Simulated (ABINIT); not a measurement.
Band structure of AgCl (Fm-3m, 2 atoms in the cell).

```yaml
crystal:
  lattice:
    - [0.00000, 2.77500, 2.77500]
    - [2.77500, 0.00000, 2.77500]
    - [2.77500, 2.77500, 0.00000]
  atoms:
    - { symbol: Ag, position: [0.00000, 0.00000, 0.00000] }
    - { symbol: Cl, position: [0.50000, 0.50000, 0.50000] }
```

Computed with PBE, norm-conserving pseudopotentials (PseudoDojo nc-sr-05 PBE standard) (plane waves; ABINIT).

Settings: pseudos = [Ag.upf, Cl.upf]; ecut = 41 Ha; occopt = 3; tsmear = 0.00036749 Ha; ngkpt = 8 8 8; nshiftk = 1; shiftk = 0 0 0; potentials = PseudoDojo nc-sr-05 PBE standard; kptopt = 1; nstep = 100; tolvrs1 = 1e-10; ndtset = 2; getden2 = 1.

The starting cell has typed, rounded lattice constants, without a prior relaxation at this level.

Q: Predict the gap along the standard path and the places of the band edges.

A: The gap along the path is 0.91 eV, from L to Γ; the smallest direct gap on it is 3.00 eV.

Levels in eV from the top of the valence band on the SCF mesh, bands 10 to 17:
```csv
point,10,11,12,13,14,15,16,17
Γ,-2.39,-2.31,-2.31,-2.31,0.91,10.70,10.70,10.70
X,-2.20,-1.95,-1.95,-1.87,2.38,7.97,8.64,11.52
W,-1.98,-1.95,-1.95,-1.17,4.19,7.87,7.87,7.99
K,-2.01,-1.84,-1.65,-1.04,3.61,7.24,8.12,9.76
L,-2.07,-1.76,0.00,0.00,4.25,6.53,7.62,7.62
U,-2.01,-1.84,-1.65,-1.04,3.61,7.24,8.12,9.76
```
